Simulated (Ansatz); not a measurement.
System: Si (P6₃/mmc, No. 194, 4 atoms in the cell; start mp-165; another form than the element's usual one). Method: r²SCAN0 (plane waves, PAW; Ansatz, a quantum-chemistry and plane-wave program).

Settings: plane-wave cutoff 520 eV, 9×9×4 k mesh (along the axes of the cell as run), Fermi–Dirac smearing 0.01 eV, scalar-relativistic PAW data made under PBE.

Cell (relaxed with PBEsol):

```
Si
1.0
    3.82469     0.00000     0.00000
   -1.91235     3.31228     0.00000
    0.00000     0.00000     6.32397
Si
4
Direct
  0.33333   0.66667   0.06300
  0.66667   0.33333   0.93700
  0.66667   0.33333   0.56300
  0.33333   0.66667   0.43700
```

Predict the band gap and smallest direct gap on the k points sampled.


- band gap: 1.67 eV (indirect)
- smallest direct gap on the k points sampled: 2.50 eV

Note: cell and atoms aren't relaxed at this level (pressure -0.4 GPa).

The computed numbers hold no vibrational or temperature effects.

Computing time: about 2.1 core-minutes (a rough figure).

A start named mp-… is a Materials Project structure, which need not be a measured phase.
